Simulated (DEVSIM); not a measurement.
Device: abrupt Si p-n junction, at 300 K.

| layer (left to right) | material | thickness (μm) | Nd (cm⁻³) | Na (cm⁻³) | τn (s) | τp (s) |
|---|---|---|---|---|---|---|
| 1 | Si | 0.300 | - | 4e18 | 2.7e-6 | 2.7e-6 |
| 2 | Si | 6.70 | 6.3e14 | - | 2.7e-6 | 2.7e-6 |

Left contact: ohmic. Right contact: ohmic. Voltage is applied to the left contact. Recombination: SRH at mid-gap, Auger. Mobility is μmin + (μ − μmin)/(1 + (N/Nref)^α).

The device is made up for the run: typed textbook-type constants, with dimensions and the other settings drawn at random. Values at 300 K.

```
parameter           Si
-------------  -------
gap (eV)         1.124
affinity (eV)     4.05
permittivity      11.7
Nc (cm⁻³)      2.86e19
Nv (cm⁻³)       3.1e19
μn (cm²/Vs)       1417
μp (cm²/Vs)        470
μn,min              52
μp,min              45
Nref,n          9.7e16
Nref,p          2.2e17
αn                0.68
αp                0.72
Cn (cm⁶/s)     2.8e-31
Cp (cm⁶/s)     9.9e-32
```

Simulated with DEVSIM: 1D drift-diffusion, Boltzmann statistics, complete ionisation; no tunnelling, impact ionisation, image-force lowering or self-heating.

Base results: potential step across the device at zero bias (V) 0.794; dark forward voltage at 1 A/cm² (V) 0.557; largest field in the device at zero bias (V/cm) 110000; dark forward voltage at 100 A/cm² (V) 0.743.

Task: What follows from this one change: doping Na of layer 1 4e+18 → 1.2e+19 cm^-3?

Result: potential step across the device at zero bias 0.794 → 0.822 V; dark forward voltage at 1 A/cm² little changed (0.557 V); largest field in the device at zero bias 110000 → 190000 V/cm; dark forward voltage at 100 A/cm² little changed (0.743 V).

Task: What follows from this one change: doping Nd of layer 2 6.3e+14 → 6.3e+15 cm^-3?

Result: potential step across the device at zero bias 0.794 → 0.853 V; dark forward voltage at 1 A/cm² 0.557 → 0.613 V; largest field in the device at zero bias little changed (110000 V/cm); dark forward voltage at 100 A/cm² 0.743 → 0.760 V.
